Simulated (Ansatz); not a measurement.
**A computed series for C: point defects**

The reference is a 24-atom supercell of C in the diamond structure (space group Fd-3m, No. 227; a = 3.5538 Å) at its relaxed geometry.

One neutral defect a cell, atoms relaxed at fixed cell.

Computed with DFT with PBEsol, PAW potentials and a 420 eV plane-wave cutoff in Ansatz (a first-principles code), no SOC.

```json
[
 {"variant": "perfect supercell", "pressure": "0.0 GPa", "largest displacement of a host atom from its site in the perfect cell": "–", "gap of the supercell": "4.11 eV"},
 {"variant": "O on a C site", "pressure": "11.8 GPa", "largest displacement of a host atom from its site in the perfect cell": "0.56 Å", "gap of the supercell": "3.86 eV"},
 {"variant": "Li interstitial (started 1.45 Å from the nearest host atom)", "pressure": "20.9 GPa", "largest displacement of a host atom from its site in the perfect cell": "0.10 Å", "gap of the supercell": "zero"},
 {"variant": "C interstitial (started 1.45 Å from the nearest host atom)", "pressure": "31.7 GPa", "largest displacement of a host atom from its site in the perfect cell": "0.39 Å", "gap of the supercell": "1.66 eV"},
 {"variant": "C interstitial (started 1.54 Å from the nearest host atom)", "pressure": "35.4 GPa", "largest displacement of a host atom from its site in the perfect cell": "0.64 Å", "gap of the supercell": "zero"}
]
```

The magnetic state is the one reached from the starting moments; the real material's order can differ, and small cells can't hold many antiferromagnetic ones. In so small a cell the defect repeats every few ångströms: this is an ordered compound, not a dilute defect. The mesh was chosen for an insulator and is coarse for the gapless case. Starting moments died away, wholly or in part, for O on a C site, Li interstitial (started 1.45 Å from the nearest host atom), C interstitial (started 1.45 Å from the nearest host atom) and C interstitial (started 1.54 Å from the nearest host atom); another magnetic solution may exist.
